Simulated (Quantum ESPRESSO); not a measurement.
Quantum ESPRESSO 7.5, DFT, PBE, plane waves, SSSP 1.1.2 efficiency PBE: rock-salt MnO (type II order), antiferromagnetic, 4 atoms, spin-polarised from an antiferromagnetic start (nspin = 2, starting_magnetization ±0.5 on Mn). Basis and mesh were picked for this test and aren't claimed converged.

```
Quantity                                                          Result
---------------------------------  -------------------------------------
cell                               5.44, 5.44, 5.44 Å; 33.6, 33.6, 33.6°
task                                                                 scf
k mesh                                                             9×9×9
ecutwfc                                                            45 Ry
ecutrho                                                           360 Ry
occupations                                                     smearing
smearing                                                        gaussian
degauss                                                         0.005 Ry
conv_thr                                                        4e-09 Ry
tprnfor                                                             true
tstress                                                            false
k-point pools (-nk)                                                    8
mixing_mode                                              plain (default)
mixing_beta                                                0.7 (default)
mixing_ndim                                                  8 (default)
k-points computed (for each spin)                                     85
bands                                                                 25
electrons                                                             42
G-vectors of the density                                           34031
FFT grid                                                        64×64×64
symmetry operations                                                   12
```

One run each.

All on 8 ranks. Base settings, kept where nothing else is said: diago_david_ndim = 2 (default), diagonalization = david (default), diago_rmm_ndim = 4 (default), diago_rmm_conv = false (default), diago_full_acc = false (default), diago_cg_maxiter = 20 (default) (diago_thr_init not set). The settings tried:
- diago_thr_init = 1e-05
- diagonalization = cg
- diagonalization = rmm-davidson, diago_rmm_ndim = 2
- diagonalization = rmm-paro
- the base settings
- diagonalization = rmm-davidson, diago_rmm_conv = true
- diago_david_ndim = 4
- diago_full_acc = true
- diagonalization = paro
- diagonalization = rmm-davidson
- diagonalization = rmm-davidson, diago_rmm_ndim = 6
- diagonalization = cg, diago_cg_maxiter = 5
- diago_david_ndim = 3

Predict which of these converge in the fewest SCF iterations.

Fewest SCF iterations, with those close behind: diagonalization = paro (10); diago_david_ndim = 3 (11); diago_david_ndim = 4 (11); diago_thr_init = 1e-05 (13). Most among those that reach the base run's result: diagonalization = rmm-davidson, diago_rmm_ndim = 2 (20); diagonalization = rmm-davidson, diago_rmm_conv = true (19); diagonalization = rmm-paro (18); diagonalization = rmm-davidson, diago_rmm_ndim = 6 (17). All converged.

```csv
setting,SCF iterations,end
diagonalization = paro,10,converged
diago_david_ndim = 3,11,converged
diago_david_ndim = 4,11,converged
diago_thr_init = 1e-05,13,converged
the base settings,14,converged
diagonalization = cg,14,converged
diagonalization = rmm-davidson,14,converged
diago_full_acc = true,14,converged
"diagonalization = cg, diago_cg_maxiter = 5",14,converged
"diagonalization = rmm-davidson, diago_rmm_ndim = 6",17,converged
diagonalization = rmm-paro,18,converged
"diagonalization = rmm-davidson, diago_rmm_conv = true",19,converged
"diagonalization = rmm-davidson, diago_rmm_ndim = 2",20,converged
```

An iteration's cost differs between solvers, so these counts don't give the time.
